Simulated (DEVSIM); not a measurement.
Device: illuminated Si n-on-p cell, one wavelength, at 300 K.

Layer 1 from the left is Si, thickness (μm) 0.0660, Nd (cm⁻³) 5.2e17, τn (s) 3.7e-7, τp (s) 2.6e-8, absorption coefficient (cm⁻¹) 3700. Layer 2 from the left is Si, thickness (μm) 23.0, Na (cm⁻³) 7.4e16, τn (s) 1.6e-6, τp (s) 1.6e-6, absorption coefficient (cm⁻¹) 3700.

Left contact: ohmic, minority hole recombination velocity 300 cm/s. Right contact: ohmic, minority electron recombination velocity 1000 cm/s. Voltage is applied to the left contact. Recombination: SRH at mid-gap, radiative, Auger. Light enters at the left, 1.1e19 photons cm⁻² s⁻¹, one pass, no reflection. Mobility is constant in doping.

The device is made up for the run: typed textbook-type constants, with dimensions and the other settings drawn at random. Values at 300 K.

Si: gap (eV) 1.124, affinity (eV) 4.05, permittivity 11.7, Nc (cm⁻³) 2.86e19, Nv (cm⁻³) 3.1e19, μn (cm²/Vs) 1417, μp (cm²/Vs) 470, B (cm³/s) 4.7e-15, Cn (cm⁶/s) 2.8e-31, Cp (cm⁶/s) 9.9e-32.

Model (solved in DEVSIM): 1D drift-diffusion, Boltzmann statistics, complete ionisation; no tunnelling, impact ionisation, image-force lowering or self-heating.

Problem. What does the simulation give for the dark forward voltage at 1 A/cm², the dark forward voltage at 100 A/cm²?

Solution. dark forward voltage at 1 A/cm² 0.729 V; dark forward voltage at 100 A/cm² 0.866 V.
